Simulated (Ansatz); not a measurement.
Consider SrO in the rock salt structure (space group Fm-3m, No. 225).

```
CELL_PARAMETERS angstrom
      0.00000     2.56121     2.56121
      2.56121     0.00000     2.56121
      2.56121     2.56121     0.00000
ATOMIC_POSITIONS crystal
  Sr 0.00000 0.00000 0.00000
  O  0.50000 0.50000 0.50000
```

Cartesian axes are those of the cell as printed.

All numbers come from PBEsol/PAW in Ansatz (a first-principles code), spin-orbit coupling left out.

Strains are applied to the cell and any free atomic positions relax.

One change was made to it. Results:

The band gap decreases by 0.09 eV, from 3.20 eV to 3.11 eV; the valence-band top at Γ (three highest levels, from the VBM) becomes 0.00, -0.06, -0.06 eV (base: 0.00, 0.00, 0.00 eV); the energy rises by 2.3 meV/atom; the electron mass remains 1.2 mₑ along k, 0.39 mₑ across (at X).

Question: Which of these changes matches the shifts?
(A) uniaxial strain ε_zz = +2.00 %
(B) uniaxial strain ε_zz = −1.50 %
(C) uniaxial strain ε_zz = −2.00 %
(D) uniaxial strain ε_zz = +1.00 %
(E) uniaxial strain ε_zz = −2.50 %

Answer: B, uniaxial strain ε_zz = −1.50 %. For comparison, the valence-band top at Γ in the other runs: uniaxial strain ε_zz = +1.00 % gives 0.00, 0.00, -0.04 eV; uniaxial strain ε_zz = +2.00 % gives 0.00, 0.00, -0.07 eV; uniaxial strain ε_zz = −2.50 % gives 0.00, -0.11, -0.11 eV; uniaxial strain ε_zz = −2.00 % gives 0.00, -0.08, -0.08 eV.

Effective masses come from finite differences of ±0.01 Å⁻¹. Along k means along the line from Γ to the band edge. Whether these cells are dynamically stable was not tested.
